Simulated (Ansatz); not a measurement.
**GaAs under a change: uniaxial stress, 8 GPa tension along z**

Start from GaAs in the zinc blende structure (space group F-43m, No. 216; a = 5.666 Å). Axes: x, y, z lie along the cube axes.

Perturbation: uniaxial stress, 8 GPa tension along z; all other stress components relax to zero.

Method: r2SCAN (Ansatz, a quantum-chemistry and plane-wave program; PAW; 500 eV plane waves; scalar-relativistic without spin-orbit coupling), earlier PAW set. k-mesh 10×10×10 (Γ-centred); smearing 0.05 eV (Fermi–Dirac).

The volume per atom goes up by 0.91 Å³ to 23.64 Å³ and the space group becomes I-4m2 (No. 119) (base: F-43m (No. 216)). The shortest interatomic distance rises by 0.072 bohr to 4.708 bohr and the energy grows by 46 meV/atom. The band gap shrinks by 0.64 eV, from 0.97 eV to 0.33 eV and the gap character stays direct at Γ. The valence-band top at Γ (three highest levels, from the VBM) goes from 0.00, 0.00, 0.00 eV to 0.00, 0.00, -0.70 eV and the valley order (the lowest conduction-band minima on the path, energy above the VBM, named in the base's zone) becomes Γ 0.33 eV; L along [111] 0.83 eV; a point along [010], about 0.9 Å⁻¹ from Γ 1.26 eV (base: Γ 0.97 eV; L along ⟨111⟩ 1.36 eV; a point along ⟨100⟩, about 1.0 Å⁻¹ from Γ 1.72 eV). The strain response (xx, yy, zz) comes out as (−2.10, −2.10, +8.52) %.

Final structure:

```xyz
2
Lattice="0.0000 2.7733 3.0742 2.7733 0.0000 3.0742 2.7733 2.7733 0.0000" Properties=species:S:1:pos:R:3 pbc="T T T"
As     4.1599     4.1599     4.6113
Ga     0.0000     0.0000     0.0000
```

Beyond what the load breaks, stability against distortions was not tested. Labels are those of the standard path for the cell's own space group.
